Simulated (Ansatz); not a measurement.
We consider Ga₂O₃ (model structure, started from the A-La2O3 type, P-3m1, No. 164, 5 atoms in the cell), described by PBEsol+SOC in Ansatz (plane waves, PAW).

Numerical settings: plane-wave cutoff 520 eV, 12×12×6 k mesh (along the axes of the cell as run), Fermi–Dirac smearing 0.01 eV, PAW data made under PBE.

Cell (relaxed with PBEsol):

Space group P-3m1 (No. 164); a = 2.993 Å, b = 2.993 Å, c = 6.974 Å, α = 90.00°, β = 90.00°, γ = 120.00°

```tsv
atom	site	symmetry	x	y	z
Ga	2d	3m.	0.3333	0.6667	0.2000
O	1a	-3m.	0.0000	0.0000	0.0000
O	2d	3m.	0.6667	0.3333	0.3048
```

Question: What does this level give for the band gap?

Answer: 
band gap: 2.47 eV (direct)

Note: the relaxation could raise the start's symmetry but not lower it, so the cell can be a saddle point; the cell has widely spaced layers and the level no dispersion term, so their spacing and the moduli can rest on weak binding.

Computed values are for the static lattice.

It cost roughly 2.0 core-minutes of CPU time.

A model structure was made by putting elements into a prototype or built by hand; it is no filed structure, need not be a known phase, and can be a saddle point held by its symmetry.

Ansatz is an electronic-structure program.
